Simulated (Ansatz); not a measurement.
System: PrC2 (I4/mmm, No. 139; cell taken from a computed entry). Method: r²SCAN-D4 in Ansatz (plane waves, PAW).

Run with plane-wave cutoff 500 eV, 14×14×14 k mesh, Fermi–Dirac smearing 0.05 eV, spin-polarised start, scalar-relativistic PAW data made under PBE.

Computed at the level's own relaxed cell.

Question: Estimate the volume per atom, lattice parameter a and c axis length that the calculation returns.

Answer: 
- volume per atom: 16.06 Å³/atom
- lattice parameter a: 3.862 Å
- c axis length: 6.460 Å

Note: the magnetic order was assumed, not searched for or taken from measurement; the relaxation could not lower the start's symmetry, so the cell can be a saddle point above a distorted one; the 4f shell is treated without U or exact exchange, so its levels and filling can be wrong.

Spin–orbit coupling is not included.

The computed numbers hold no vibrational or temperature effects.

It cost roughly 3 core-minutes of CPU time.

Ansatz is an electronic-structure program.
